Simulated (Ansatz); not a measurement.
The parent structure is BP in the zinc blende structure (space group F-43m, No. 216; a = 4.548 Å).

(Cell as relaxed with PBE.)

Levels (all Ansatz, a program for electronic structure, PAW, earlier PAW set): PBE (420 eV, without spin-orbit coupling); r2SCAN (500 eV, no SOC).

Each level relaxes its own structure.

```json
[
 {"base": "volume per atom", "PBE": "11.76 Å³", "r2SCAN": "11.67 Å³"},
 {"base": "lattice parameter a", "PBE": "454.8 pm", "r2SCAN": "453.6 pm"},
 {"base": "band gap", "PBE": "1.25 eV", "r2SCAN": "1.41 eV"}
]
```

Modification: the cell is scaled by 1.0093 in all directions, atoms relaxed at fixed cell.

| quantity | PBE | r2SCAN |
|---|---|---|
| smallest direct gap | 3.36 eV | 3.56 eV |
| energy relative to the base (free energy F) | +4.5 meV/atom | +4.7 meV/atom |
| mean gap deformation potential ΔEg/Δln V | +1.4 eV | +1.4 eV |

PBE's smallest direct gap lies 0.20 eV below r2SCAN's; the two agree on the mean gap deformation potential ΔEg/Δln V. Neither level is exact; r2SCAN is the comparison here, not a measurement.

The cells carry an imposed strain or load. Stability against distortions was not tested.
